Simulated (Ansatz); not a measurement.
We look at the formation energy of Bi2Se3 (R-3m) from the elements. Reaction: 3 Se (P3₁21) + 2 Bi (R-3m) → Bi2Se3 (R-3m). A negative value means that the right-hand side lies lower. The value is per atom of the solid.

Bi2Se3 (R-3m), 5 atoms in the cell, k-point mesh 10×10×10 on the run's own vectors.
```cif
data_Bi2Se3
_chemical_formula_sum 'Bi2 Se3'
_space_group_name_H-M_alt 'P 1'
_space_group_IT_number 1
_cell_length_a 4.14293
_cell_length_b 4.14293
_cell_length_c 9.77844
_cell_angle_alpha 77.770
_cell_angle_beta 77.770
_cell_angle_gamma 60.000
loop_
_space_group_symop_operation_xyz
  'x, y, z'
loop_
_atom_site_label
_atom_site_type_symbol
_atom_site_fract_x
_atom_site_fract_y
_atom_site_fract_z
_atom_site_occupancy
Bi1 Bi 0.40088 0.40088 0.79735 1
Bi2 Bi 0.59912 0.59912 0.20265 1
Se1 Se 0.00000 0.00000 0.00000 1
Se2 Se 0.21049 0.21049 0.36853 1
Se3 Se 0.78951 0.78951 0.63147 1
```

Se (P3₁21), 3 atoms in the cell, k-point mesh 12×12×8 on the run's own vectors. Conventional cell: a = 4.0658 Å, b = 4.0658 Å, c = 5.1310 Å, α = 90.00°, β = 90.00°, γ = 120.00°.

Bi (R-3m), 2 atoms in the cell, k-point mesh 16×16×16 on the run's own vectors. Conventional cell: a = b = 4.532 Å, c = 11.653 Å, α = β = 90.00°, γ = 120.00°.

Plane-wave PAW calculations with Ansatz (a program for electronic structure), its default PAW set, cutoff 420 eV, 500 eV for r2SCAN. The structures are at rest with PBE+D3(BJ); other levels are single points on them. HSE06 runs on coarser k-point meshes, mended by the PBE difference between the two meshes. Neutral cells; Fermi-Dirac smearing of at most 0.10 eV in the solids, energies taken to zero width. The lattices are those relaxed with PBE+D3(BJ), so at other levels the solids can be strained, which adds to the spread. A dispersion term (D3(BJ), or D4 for r2SCAN) was computed beside these levels and is taken off wherever the name lacks it. No zero-point or thermal terms. The structures are the rest points that the relaxations reached, not proven lowest. The runs are scalar-relativistic, without spin-orbit coupling.

Question: What value does PBE give?

Answer: -0.40 eV/atom, for 3 Se (P3₁21) + 2 Bi (R-3m) → Bi2Se3 (R-3m).

Question: How does the value move with the functional?

Answer: 
```json
[
 {"Method": "PBE+D3(BJ)", "value (eV/atom)": "-0.40", "less PBE": "0.00"},
 {"Method": "r2SCAN", "value (eV/atom)": "-0.45", "less PBE": "-0.05"},
 {"Method": "HSE06", "value (eV/atom)": "-0.42", "less PBE": "-0.02"}
]
```

The levels shown span 0.05 eV/atom, from r2SCAN (-0.45) to PBE (-0.40).
